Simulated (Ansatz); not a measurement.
Worked example: self-consistent single point of CdTe (F-43m, 2 atoms in the cell) in Ansatz (a first-principles code)

Method: PBE (plane waves, PAW; Ansatz).

Input:

Ansatz 0.2 input:
```yaml
# CdTe
crystal:
  lattice:
    - [0.000000, 3.249720, 3.249720]
    - [3.249720, 0.000000, 3.249720]
    - [3.249720, 3.249720, 0.000000]
  atoms:
    - { symbol: Cd, position: [0.000000, 0.000000, 0.000000] }
    - { symbol: Te, position: [0.250000, 0.250000, 0.250000] }
basis:
  ecutwfc: 420.0
kpoints:
  mp_grid: { grid: [7, 7, 7] }
hamiltonian:
  xc: pbe
  pseudopotentials: { kind: paw }
scf:
  occupations: { method: fermi_dirac, width: 0.05 }
output:
  forces: true
  eigenvalues: true
  stress: true
```

Output, abridged:

```
WARN ansatz: RAYON_NUM_THREADS=1 ignored (pool sized by the plan → 1); use --threads N
Pseudopotentials: kind: paw
Pseudopotential: Cd, paw, valence charge 20
Pseudopotential: Te, paw, valence charge 16
Crystal: 2 atoms, lattice volume = 68.639 Å³
Basis set: ecut = 420 eV, 1363 PW (Γ), exchange–correlation on 64×64×64 points (8 copies of the dense FFT grid, shifted against one another)
Bands: 22, of which v1, the nominal top of the filled ones, is band 18 counted from 1 (17 counted from 0)
Symmetry: 24 space group operations
Space group: F-43m (ITA 216), of the structure as read, at distance tolerance 4.1e-5 Å
k-points: 20 of 343 (time reversal used)
Initial density: superposition of atomic densities (neutral atoms: chi_scale 0, normalization atom), corrected by the library's trained network
Initial wavefunctions: pseudopotential atomic-orbital guess
Eigensolver: davidson
Functional: x = pbe(κ = 0.804, μ = 0.2195149727645171), c = pbe(β = 0.06672455060314922)
SCF iter   1: F=—  HF=-15235.313199 eV  |F-HF|=—  |Δ(HF+E_count)|=         —  Δρ=1.42e-3  dr2=3.44e-3  ethr=1.77e-3  ⟨swp⟩=6.1  Hψ=2095  notcnv=0
all-band conjugate gradients solve this SCF's bands
preconditioner: auto → none
SCF iter   2: F=—  HF=-15235.312491 eV  |F-HF|=—  |Δ(HF+E_count)|=   7.09e-4  Δρ=5.37e-4  dr2=2.06e-4  ethr=9.55e-6  ⟨swp⟩=2.1  Hψ=853  notcnv=0
SCF iter   3: F=—  HF=-15235.312540 eV  |F-HF|=—  |Δ(HF+E_count)|=   4.89e-5  Δρ=2.06e-4  dr2=3.09e-5  ethr=5.72e-7  ⟨swp⟩=3.0  Hψ=809  notcnv=0
SCF iter   4: F=—  HF=-15235.312573 eV  |F-HF|=—  |Δ(HF+E_count)|=   3.32e-5  Δρ=7.39e-5  dr2=4.29e-6  ethr=8.58e-8  ⟨swp⟩=2.0  Hψ=611  notcnv=0
SCF iter   5: F=—  HF=-15235.312584 eV  |F-HF|=—  |Δ(HF+E_count)|=   1.13e-5  Δρ=1.86e-5  dr2=1.91e-7  ethr=1.19e-8  ⟨swp⟩=2.0  Hψ=621  notcnv=0
SCF iter   6: F=-15235.312585 eV  HF=-15235.312585 eV  |F-HF|=7.12e-9  |Δ(HF+E_count)|=   9.45e-7  Δρ=2.38e-6  dr2=2.89e-9  ethr=2.78e-10  ⟨swp⟩=6.6  Hψ=1917  notcnv=0
SCF 1 converged in 6 iterations: F = -15235.312585 eV  dr2 = 2.89e-9
SCF converged after 6 iterations
Free energy (F): -15235.312585 eV
Harris-Foulkes:  -15235.312585 eV  (|F-HF|=7.12e-9)
Internal energy: -15235.312580 eV  (E = F + TS)
E sigma→0 (E₀):  -15235.312582 eV
Entropy (-TS):   -0.000006 eV (-0.003 meV/atom)
Fermi energy:    7.746397 eV
--- Per-component energies (eV) ---
  E_band       = -793.324809
  E_kinetic    = 685.599052
  E_local      = -5437.959199  (includes V_loc(G=0)·N_el)
  E_nonlocal   = -276.772732
  E_hartree    = 2741.110617
  E_xc         = -301.082247
  E_vxc        = -325.849921  (∫ρ·V_xc dr)
  E_paw        = -8745.884583  (= ΣΔE_a)
  E_vpaw       = -920.565396  (= ΣTr[D̂ρ^β])
  E_aug_tail   = -0.000171  (compensation charges beyond the density's cutoff)
  E_ewald      = -3900.323317
  E_smearing   = -0.000006  (= −TS)
  E_closure    = -0.000000  (closes the sum)
  Σ components = -15235.312585   (vs F -15235.312585, Δ=0.00e0)
--- Forces (eV/Å), atoms counted from 1 ---
  atom   1  Cd     0.00000000    -0.00000000    -0.00000000
  atom   2  Te    -0.00000000     0.00000000     0.00000000
  max |Σ_I F_I| component: 1.64e-16 eV/Å
--- Stress (GPa, compression-positive) ---
        2.179108       0.000000      -0.000000
        0.000000       2.179108       0.000000
       -0.000000       0.000000       2.179108
  P = ⅓ Tr σ = 2.1791 GPa (21.791 kbar)
  The stress holds the Pulay correction. Without it, at fixed plane waves, as pw.x and ABINIT print it: P = 2.1425 GPa
--- Band table (eV; the first three rows and the last of 20) ---
  k-point 0: bands = ["-94.7531", "-55.8157", "-55.8157", "-55.8157", "-28.6582", "-28.6582", "-28.6582", "-28.6505", "-28.6505", "-3.7832", "-0.9075", "-0.9075", "-0.9075", "-0.6527", "-0.6527", "7.3411", "7.3411", "7.3411", "8.0874", "11.9655", [...]
  k-point 1: bands = ["-94.7531", "-55.8157", "-55.8157", "-55.8157", "-28.6582", "-28.6582", "-28.6582", "-28.6505", "-28.6505", "-3.7095", "-0.8936", "-0.8936", "-0.8477", "-0.6538", "-0.6538", "5.9094", "7.1702", "7.1702", "9.0713", "11.9804", [...]
  k-point 2: bands = ["-94.7531", "-55.8157", "-55.8157", "-55.8157", "-28.6583", "-28.6581", "-28.6581", "-28.6504", "-28.6504", "-3.5438", "-0.8657", "-0.8657", "-0.6520", "-0.6520", "-0.6467", "4.2608", "6.8399", "6.8399", "9.3069", "12.5599", [...]
  k-point 19: bands = ["-94.7531", "-55.8157", "-55.8157", "-55.8157", "-28.6583", "-28.6581", "-28.6577", "-28.6505", "-28.6502", "-3.2863", "-0.7951", "-0.7812", "-0.6829", "-0.6494", "-0.1158", "3.2150", "4.8737", "5.5568", "11.0227", "12.1379", [...]
```

The run converged in 6 iterations.

The starting cell has typed, rounded lattice constants, without a prior relaxation at this level. Its lattice was rescaled by up to half a per cent. Spin-orbit coupling is off. Ansatz's pressure includes its estimate of the finite-basis (Pulay) stress.
